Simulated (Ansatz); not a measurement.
Start from CdSe in the wurtzite structure (space group P6_3mc, No. 186; a = 4.3829 Å, c = 7.1547 Å). Axes: x lies along a and z along c of the hexagonal cell.

All numbers come from PBE (Ansatz, a program for electronic structure, PAW, no spin-orbit coupling), earlier PAW set.

Modification: biaxial strain +3.05 %, plane normal [001], relaxed out of plane (Cartesian); in-plane vectors clamped, the third vector and the atoms free.

Question: How does this affect the out-of-plane strain and in-plane stress?

Answer: The out-of-plane strain comes out as -2.51 %; the mean in-plane stress (compression positive) comes out as -2.2 GPa.

Stability against distortions was not tested.
